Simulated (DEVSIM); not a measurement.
Device: Ni/AlN/SiO2/p-Si capacitor, at 300 K.

Layer 1 from the left is AlN, thickness (nm) 2.80. Layer 2 from the left is SiO2, thickness (nm) 0.990. Layer 3 from the left is Si, thickness (nm) 450, Na (cm⁻³) 1.6e18.

Metal gate on the left, work function 5.1 eV. Fixed charge at the semiconductor interface -6.6e10 cm⁻² (in units of +e); interface traps 1e12 cm⁻² eV⁻¹, uniform in energy, neutral level at 0.5 of the gap above the valence band.

Constants are typed, rounded textbook-type inputs, not results; the design itself was drawn at random and stands for no fabricated device. Values at 300 K.

AlN: gap (eV) 6.1, affinity (eV) 1.9, permittivity 8.5. SiO2: gap (eV) 9, affinity (eV) 0.9, permittivity 3.9. Si: gap (eV) 1.124, affinity (eV) 4.05, permittivity 11.7, Nc (cm⁻³) 2.86e19, Nv (cm⁻³) 3.1e19.

Simulated with DEVSIM: 1D Poisson equation in equilibrium, Boltzmann statistics, complete ionisation; no quantum confinement or tunnelling. Metal contacts follow the ideal Schottky-Mott rule: no Fermi-level pinning, no interface dipoles.

Q: What does the simulation give for the flat-band voltage, the threshold voltage (band bending 2φF)?

A: flat-band voltage -0.04 V; threshold voltage (band bending 2φF) 1.51 V.
